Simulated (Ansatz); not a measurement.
Cell and atoms of amorphous In₂₄O₃₉Sb₂:

```xyz
65
Lattice="9.7165 -0.1692 0.2410 -0.1692 10.1486 -0.0246 0.2410 -0.0246 9.5078" Properties=species:S:1:pos:R:3 pbc="T T T"
In     1.6931     3.9814     2.5784
In     6.9325     8.2149     3.3526
In     5.3447     5.0347     5.3399
In     8.1306     4.3767     3.2717
In     8.4827     6.3080     0.7221
In     4.8094     3.4205     1.5837
In     2.4405     4.3912     8.0629
In     5.6444     5.9626     8.8585
In     3.3025     9.8238     3.1714
In     1.1676     9.4488     6.5786
In     8.0003     2.6000     0.2588
In     0.4255     7.6615     3.0408
In     5.2002     2.0948     7.9269
In     9.1139     3.4545     6.1375
In     6.1281     1.5104     4.3212
In     2.1095     1.4309     0.3034
In     1.8385     6.3368     5.5173
In     4.9520     8.5628     6.4628
In     7.9264     0.3212     6.9612
In     8.0201     6.9432     6.5329
In     8.9562     9.4773     0.5299
In     0.1523     1.0512     3.5617
In     2.7738     7.9708     9.0651
In     3.1704     2.4238     5.3939
O      6.9568     8.5596     5.4912
O      1.7741     9.7857     8.6935
O      5.5995     9.9330     2.7141
O      6.5927     2.9210     2.7377
O      8.1772     6.4950     2.8829
O      5.6909     6.4945     6.7891
O      0.4953     7.7150     0.7226
O      3.4333     5.9876     8.9649
O      7.6853     4.9123     5.3464
O      2.8249     8.0286     6.7317
O      8.5012     2.2669     7.6913
O      6.0705     3.5288     9.1838
O      3.0722     2.3830     7.6564
O      3.8117     8.4016     1.4965
O      2.4471     7.9949     3.7740
O      5.8559     0.3600     7.0403
O      7.3900     0.5464     9.5609
O      0.7264     4.9652     6.9196
O      8.9204     9.2468     2.9523
O      4.2549     0.5965     4.8700
O      1.3583     1.0486     5.4010
O      2.5397     3.5164     0.6943
O      0.0549     3.2011     3.7417
O      5.1561     6.8235     3.9503
O      2.0046     0.8992     2.4098
O      3.5895     3.4045     3.3966
O      1.0246     5.6751     3.5846
O      5.0864     8.3588     8.6939
O      8.0795     1.2770     5.0526
O      9.6652     1.3562     0.9145
O      8.8703     4.2744     1.2454
O      5.3614     2.9584     5.8167
O      0.1731     7.7369     5.3935
O      7.7559     6.0807     8.4508
O      4.3912     1.0333     0.4542
O      8.9632     9.0201     7.8381
O      5.3338     5.6025     1.4510
O      7.0055     8.2533     1.0896
O      3.2509     4.7617     5.9116
Sb     5.5006     9.5805     0.6686
Sb     3.7903     6.5448     2.5023
```

Computed with PBE, scalar-relativistic without spin-orbit coupling (plane waves to 420 eV, PAW; Ansatz, a quantum-chemistry and plane-wave program).

A CHGNet melt-quench gave the starting glass, which DFT then relaxed. O atoms were pushed apart under 1.9 Å during the dynamics, to hinder bonds among them. The hot cell started wider than the set density and was brought back towards it in steps. It is the lowest in DFT energy of 2 quenches. It is a model cell: composition and starting density were chosen by hand, and all elements were melted together. No dispersion term was used. Its density started from a set value of 6.42 and ended at 6.42 g/cm³. Cooling (nominally 330 K/ps over its main leg) ran many orders faster than in experiment, which tends to leave more defects and strain. One small periodic cell is one sample of the glass; other quenches scatter about these values. The volume was held where the preparation left it and the shape relaxed, at a PBE pressure of -1.7 GPa (tension). Stress components on the final sampling reach 1.8 GPa.

Bonds are counted up to In-In 3.12 Å, In-O 2.74 Å, In-Sb 3.09 Å, O-O 1.58 Å, O-Sb 2.46 Å, Sb-Sb 3.25 Å. Two cations that share two anions don't count as bonded, nor two that share one unless they lie closer than In-In 3.04 Å, In-Sb 3.01 Å, Sb-Sb 2.97 Å.

**Question.** Give the coordination numbers, mean bond lengths and angles.

**Answer.** 
```
Property                                                                    Result
---------------------------------  -----------------------------------------------
Mean coordination of In by anions  5.46 (1 with 4, 12 with 5, 10 with 6, 1 with 7)
Mean coordination of O                                 3.62 (15 with 3, 24 with 4)
Mean coordination of Sb by anions                        5.00 (1 with 4, 1 with 6)
Mean In-O bond                               2.239 Å (spread 0.134 Å, 131 counted)
Mean O-Sb bond                                2.096 Å (spread 0.106 Å, 10 counted)
Bond angle at In                                         mean 104.6°, spread 28.8°
Bond angle at O                                          mean 110.3°, spread 14.8°
Bond angle at Sb                                         mean 104.2°, spread 31.1°
```

**Question.** List the pairs of like atoms that count as bonded by the rules above.

**Answer.** There are none by these rules.
